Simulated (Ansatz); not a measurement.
TiSe2 under a change: pressure 60 GPa

Consider TiSe$_{2}$ in the CdI2 type structure (space group P-3m1, No. 164; a = 3.4810 Å, c = 5.8719 Å; layered, stacked along the Cartesian z axis).

Modification: a hydrostatic pressure of 60 GPa.

Level of theory: PBE-D3(BJ) in Ansatz (plane waves to 420 eV, PAW, scalar-relativistic without spin-orbit coupling). k-mesh 15×15×8 (Γ-centred); smearing 0.05 eV (Fermi–Dirac).

- Volume per atom = 13.35 Å³ (base 20.54 Å³)
- Density = 8.53 g/cm³ (base 5.55 g/cm³)
- c/a ratio = 1.739 (base 1.687)
- Shortest interatomic distance = 2.349 Å (base 2.540 Å)
- Enthalpy H = E + PV relative to the base's energy = +5.89 eV/atom
- Band gap = zero (base zero)

Load acts through the strain it causes; cell and atoms are relaxed under it. Whether these cells are dynamically stable was not tested. Competing high-pressure phases were not computed. All final runs are without spin polarisation.

Ansatz is a program for electronic structure.
